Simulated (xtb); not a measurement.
xtb 6.7.1, GFN2-xTB: Ni(SH)(amdMe)(dme) (CC1[N](C)[Ni]2([SH])(<-[N]=1C)<-[O](C)CC[O]->2C), charge 0, multiplicity 3, 34 atoms. The geometry is a generated start, not checked to be a minimum at this level.

| Quantity | Result |
|---|---|
| method | GFN2-xTB |
| --acc | 1 (default) |
| --etemp (K) | 300 (default) |
| detailed input (--input) | none: ANC optimiser, Lindh (1995) Hessian, microcycle=20, maxdispl=1.0, hlow=0.01 (default) |
| basis functions | 88 |
| valence electrons | 90 |

Charge 0 and multiplicity 3 are set for this test and not shown to be the ground state. GFN-xTB has no spin term: --uhf 2 sets the occupations alone.

The structure is relaxed from this start with --opt LEVEL for the levels crude, sloppy, loose, lax, normal, tight, vtight, extreme, once each. Up to the end of the extreme run atoms move by at most 1.2 Å along an axis.

Q: What is the loosest level that ends within 20 meV of the extreme run, and how many cycles does it take?

A: lax: 22 cycles against 109, ending 7.5 meV above.

```csv
level,cycles,energy above the extreme run (meV),gradient norm (eV/Å)
crude,1,35,0.14
sloppy,1,35,0.14
loose,1,35,0.14
lax,22,7.5,0.031
normal,31,4.9,0.019
tight,92,0.13,0.018
vtight,108,under 0.01,0.0018
extreme,109,—,0.00094
```
